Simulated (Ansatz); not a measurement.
How the cohesive energy of GaAs (model structure, started from the NiAs type, P6₃/mmc, No. 194, 4 atoms in the cell) moves with the method

No measured value is used here.

```json
[
 {"level (code)": "LDA (Ansatz)", "value (eV/atom)": "[?]", "cell (Å³/atom)": "18.33"},
 {"level (code)": "PBE (Ansatz)", "value (eV/atom)": "2.80", "cell (Å³/atom)": "19.80"},
 {"level (code)": "PBEsol (Ansatz)", "value (eV/atom)": "3.26", "cell (Å³/atom)": "18.82"},
 {"level (code)": "PBE-D3(BJ) (Ansatz)", "value (eV/atom)": "[?]", "cell (Å³/atom)": "18.94"},
 {"level (code)": "r²SCAN (Ansatz)", "value (eV/atom)": "2.86", "cell (Å³/atom)": "19.10"},
 {"level (code)": "r²SCAN+rVV10 (Ansatz)", "value (eV/atom)": "3.07", "cell (Å³/atom)": "18.87"}
]
```

Problem. Fill in the missing entries.

Solution. 
- LDA (Ansatz, an electronic-structure program), value (eV/atom): 3.73
- PBE-D3(BJ) (Ansatz), value (eV/atom): 3.17

Each level is taken at its own relaxed cell. Cutoffs differ between the levels. Ansatz's density-functional and Hartree–Fock values are scalar-relativistic unless marked +SOC, with PAW data made under PBE.

A model structure was made by putting elements into a prototype or built by hand; it is no filed structure, need not be a known phase, and can be a saddle point held by its symmetry.
